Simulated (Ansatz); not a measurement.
Consider BP in the zinc blende structure (space group F-43m, No. 216).

```yaml
crystal:
  lattice:
    - [0.00000, 2.27414, 2.27414]
    - [2.27414, 0.00000, 2.27414]
    - [2.27414, 2.27414, 0.00000]
  atoms:
    - { symbol: P, position: [0.75000, 0.75000, 0.75000] }
    - { symbol: B, position: [0.00000, 0.00000, 0.00000] }
```

Level of theory: PBE/PAW in Ansatz (a first-principles code), spin-orbit coupling left out, earlier PAW set.

Before the change:

```
Property                         Value
-----------------------------  -------
Band gap                       1.25 eV
Shortest interatomic distance  1.969 Å
Smallest direct gap            3.39 eV
```

It is then changed as follows: every P is replaced by As, then cell and atoms are relaxed.

Tabulated Pauling electronegativity and covalent radius: P 2.19, 1.07 Å; As 2.18, 1.19 Å.

Q: Predict the new band gap, shortest interatomic distance and smallest direct gap.

A: The band gap shrinks by 0.04 eV (1.25 eV → 1.21 eV); the shortest interatomic distance goes up by 0.113 Å, from 1.969 Å to 2.082 Å; the smallest direct gap decreases by 0.14 eV to 3.25 eV.

Stability against distortions was not tested.
